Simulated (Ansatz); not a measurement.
Data:

```yaml
crystal:
  lattice:
    - [0.00000, 2.63589, 2.63589]
    - [2.63589, 0.00000, 2.63589]
    - [2.63589, 2.63589, 0.00000]
  atoms:
    - { symbol: S, position: [0.75000, 0.75000, 0.75000] }
    - { symbol: Zn, position: [0.00000, 0.00000, 0.00000] }
```

No spin polarisation.

Level of theory: Ansatz (a quantum-chemistry and plane-wave program), PBEsol, PAW, cutoff 420 eV, scalar-relativistic without spin-orbit coupling. Settings: 11×11×11 k-points, 0.05 eV Fermi–Dirac smearing.

Problem. Predict the band gap, electron mass, hole mass and gap character.

Solution. 
- Band gap: 2.29 eV
- Electron mass: 0.18 mₑ (at Γ)
- Hole mass (degenerate bands, along [100]): 0.19, 0.62, 0.62 mₑ (at Γ)
- Gap character: direct at Γ

Load acts through the strain it causes; cell and atoms are relaxed under it. Effective masses come from finite differences of ±0.01 Å⁻¹. Whether these cells are dynamically stable was not tested. Tetrahedral semiconductors of this kind turn to denser phases somewhere between about 1 and 50 GPa; those were not computed, so compressed cells here can lie past the real transition. The cell was made from ZnS in the zinc blende structure (space group F-43m, No. 216) by this change: pressure 4.2 GPa.
